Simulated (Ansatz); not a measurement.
**What pressure 50 GPa does to Na**

The parent structure is Na in the bcc (W type) structure (space group Im-3m, No. 229; a = 4.1710 Å).

The change: a hydrostatic pressure of 50 GPa.

Method: PBEsol, PAW, 420 eV (Ansatz, a first-principles code; without spin-orbit coupling), earlier PAW set. Settings: 16×16×16 k-points, 0.05 eV Fermi–Dirac smearing.

The volume per atom falls by 22.76 Å³, from 36.28 Å³ to 13.52 Å³ and the density increases by 1.77 g/cm³ (1.05 g/cm³ → 2.82 g/cm³). The lattice parameter a falls by 1.169 Å to 3.002 Å and the shortest interatomic distance decreases by 1.0126 Å, from 3.612 Å to 2.600 Å. The enthalpy H = E + PV relative to the base's energy comes out as +5.79 eV/atom and the band gap remains zero.

Final structure:

```
Na
1.0
   -1.50092     1.50092     1.50092
    1.50092    -1.50092     1.50092
    1.50092     1.50092    -1.50092
Na
1
Direct
  0.00000   0.00000   0.00000
```

Cost of the whole job for the changed cell (relaxation, final SCF and bands): roughly 7 core-seconds.

Load acts through the strain it causes; cell and atoms are relaxed under it. No phonon test of stability was made. Competing high-pressure phases were not computed.
